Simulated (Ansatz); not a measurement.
Cubic perovskite KZnF₃ was calculated with PBE-D3(BJ) in Ansatz (plane waves, PAW).

Settings: plane-wave cutoff 520 eV, 8×8×8 k mesh, Fermi–Dirac smearing 0.01 eV, scalar-relativistic PAW data made under PBE.

The volume scan:

| V (Å³/atom) | E − E_lowest (meV/atom) |
|---|---|
| 12.916 | 12.87 |
| 13.191 | 5.50 |
| 13.465 | 1.32 |
| 13.740 | 0.00 |
| 14.015 | 1.23 |
| 14.290 | 4.73 |
| 14.565 | 10.26 |

### Question
What bulk modulus B0 and pressure derivative B′ does a third-order Birch–Murnaghan fit give?

### Answer
V0 = 13.740 Å³/atom, B0 = 74.2 GPa, B′ = 4.7 (fit to the energies at full precision).

Measured, for comparison: bulk modulus 80 GPa (temperature not stated, not corrected to a static lattice, (C11+2C12)/3; as tabulated in Vaitheeswaran et al. (2016), arXiv:1609.00541); equilibrium volume per atom 13.34 Å³/atom (room temperature, not corrected to a static lattice; as tabulated in Dubrovin et al. (2021), arXiv:2110.13026). Computed (rounded) less measured: bulk modulus -7 %, equilibrium volume per atom +3.0 %.

Computed values are for the static lattice.

Ansatz is a first-principles code.
